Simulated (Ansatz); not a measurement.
The parent structure is MgO in the rock salt structure (space group Fm-3m, No. 225; a = 4.214 Å).

All numbers come from PBEsol, PAW, 420 eV (Ansatz, a quantum-chemistry and plane-wave program; spin-orbit coupling left out).

Its conduction minimum is a single valley at Γ with mass 0.34 mₑ.

Modification: electron doping at 3.0×10^21 cm⁻³ (0.0561 per cell), with a uniform compensating background at fixed cell and a 300 K Fermi–Dirac width.

Q: Where would a parabolic band put the Fermi level, and where does the calculation put it?

A: k_F = (3π²n)^(1/3) = 0.446 Å⁻¹, so ħ²k_F²/2m = 2.2 eV above the band edge at zero temperature. The calculation gives 1.55 eV (to 0.05 eV): the band is strongly non-parabolic or higher valleys fill at this density.

Carriers are added with a uniform compensating background; total energy and stress of such cells depend on the potential's zero and are not compared; many-body gap narrowing is missing at this level. The levels and masses belong to the bands next to the band gap. Masses are band curvatures over ±0.01 Å⁻¹ around the edge. Stability against distortions was not tested. The base started in Pnma and relaxed to Fm-3m at this level.
